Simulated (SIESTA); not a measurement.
SIESTA run on LaMnAlNi3 (P1, 6 atoms in the cell): self-consistent single point.

Method: GGA PBEsol, numerical atomic orbitals DZP, PseudoDojo PBEsol standard norm-conserving potentials (rewritten from UPF to PSML) run with SIESTA.

The change in words: atoms moved at random. Reference geometry:
```xyz
6
Lattice="5.2354 0.0000 0.0000 -2.6177 4.5340 0.0000 0.0000 0.0000 3.9272" Properties=species:S:1:pos:R:3 pbc="T T T"
La     0.0000     0.0000     0.0000
Mn     2.6177     1.5113     0.0000
Al     0.0000     3.0227     0.0000
Ni     2.6177     0.0046     1.9636
Ni     1.3129     2.2647     1.9636
Ni     3.9226     2.2647     1.9636
```
Moments meant for the start (each program seeds them in its own way; μB, in the order of the atoms La Mn Al Ni Ni Ni): 0.0 4.0 0.0 0.0 0.0 0.0.

Reference input (self-consistent single point, DFT, GGA PBEsol, numerical atomic orbitals DZP, PseudoDojo PBEsol standard norm-conserving potentials (rewritten from UPF to PSML)): XC.functional = GGA; XC.authors = PBEsol; potentials = PseudoDojo PBEsol standard; PAO.BasisSize = DZP; PAO.EnergyShift = 0.01 Ry; MeshCutoff = 300 Ry; kgrid.MonkhorstPack = 5 5 5; OccupationFunction = FD; ElectronicTemperature = 1160.45 K; Spin = polarized; DM.InitSpin = [1 +0.00, 2 +4.00, 3 +0.00, 4 +0.00, 5 +0.00, 6 +0.00]; MaxSCFIterations = 150. This run's input differs from it in these lines:

```diff
@@ -20,8 +20,8 @@
 %block AtomicCoordinatesAndAtomicSpecies
-     0.000000000    0.000000000    0.000000000  1
-     2.617717618    1.511336822    0.000000000  2
-    -0.000002618    3.022678178    0.000000000  3
-     2.617715000    0.004624695    1.963575000  4
-     1.312862604    2.264695152    1.963575000  4
-     3.922567396    2.264695152    1.963575000  4
+     0.027726837    0.021264530    0.024375820  1
+     2.642465495    1.454171961   -0.047412482  2
+     0.042658284    3.034697852   -0.027258348  3
+     2.587820695    0.058624814    1.924986824  4
+     1.294831783    2.194191219    1.972360035  4
+     3.875362141    2.305079624    2.043673151  4
 %endblock AtomicCoordinatesAndAtomicSpecies
```

Log, with long lists cut:

```
        iscf     Eharris(eV)        E_KS(eV)     FreeEng(eV)     dDmax    Ef(eV) dHmax(eV)
   scf:    1   -17368.094125   -17569.560018   -17569.819878  1.513706 -2.350317 36.880422
     spin moment: {S} , |S| = {        0.0        0.0    2.38484 }     2.38484
   scf:    2   -17667.476793   -17652.761921   -17652.902596  0.632550 -4.195419 18.251148
     spin moment: {S} , |S| = {        0.0        0.0    3.29319 }     3.29319
   scf:    3   -17658.722435   -17659.145926   -17659.270225  0.121911 -4.507473  4.487764
     spin moment: {S} , |S| = {        0.0        0.0    3.53099 }     3.53099
   [... lines left out ...]
     spin moment: {S} , |S| = {        0.0        0.0    3.53281 }     3.53281
   scf:   27   -17660.509906   -17660.509905   -17660.642149  0.000013 -4.771774  0.000117
     spin moment: {S} , |S| = {        0.0        0.0    3.53286 }     3.53286
   scf:   28   -17660.509907   -17660.509906   -17660.642149  0.000017 -4.771772  0.000063
     spin moment: {S} , |S| = {        0.0        0.0    3.53290 }     3.53290
   scf:   29   -17660.509907   -17660.509906   -17660.642149  0.000003 -4.771771  0.000033
     spin moment: {S} , |S| = {        0.0        0.0    3.53291 }     3.53291
SCF Convergence by DM+H criterion
max |DM_out - DM_in|         :     0.0000025004
max |H_out - H_in|      (eV) :     0.0000334711
SCF cycle converged after 29 iterations

Using DM_out to compute the final energy and forces

siesta: E_KS(eV) =           -17660.5099

siesta: E_KS - E_eggbox =    -17660.5099

siesta: Atomic forces (eV/Ang):
     1   -0.126480   -0.292348    0.112767
     2   -0.170498    0.402863    0.476617
     3   -0.216118    0.086151    0.310304
     4    0.171783   -0.425459    0.114823
     5    0.138625    0.399678   -0.236060
     6    0.192724   -0.183990   -0.774285
   Tot   -0.009964   -0.013104    0.004166
   Max    0.774285
   Res    0.317283    sqrt( Sum f_i^2 / 3N )
   Max    0.774285    constrained

   [... lines left out ...]
siesta: FreeEng =    -17660.642149
siesta: Cell volume =         93.220794 Ang**3
siesta:         -47.77023266        -49.80102743  kBar
   [... lines left out ...]

mulliken: Qtot =       39.734

Mulliken Atomic Populations:
Atom #   charge [q] valence [e]      Sz [e]  Species
     1     0.268626   10.731374   -0.130244  La
     2     0.200185   14.799815    3.336629  Mn
     3    -1.172619    4.172619   -0.172736  Al
     4     0.228514   17.771486    0.183899  Ni
     5     0.234308   17.765692    0.144261  Ni
     6     0.240986   17.759014    0.171099  Ni
 Total     0.000000                3.532908
```

The run converged in 29 iterations. Against the reference run the free energy goes up by 16.9 meV/atom, the pressure goes from -5.21 to -4.78 GPa, the largest force goes from 0.197 to 0.819 eV/Å and the size of the net moment moves little (0.60 to 0.59 μB/atom).

The starting cell comes from a database of computed structures (which also holds hypothetical and non-ambient phases and stackings), without a prior relaxation at this level. For this run, on top of that: atoms moved at random. With one magnetic atom in the cell only a parallel order is possible. Values carry the incompleteness of an atom-centred basis. With a pressure of about -5 GPa the cell is away from its equilibrium volume at this level.

Cost on one core of a shared machine: roughly 90 s.
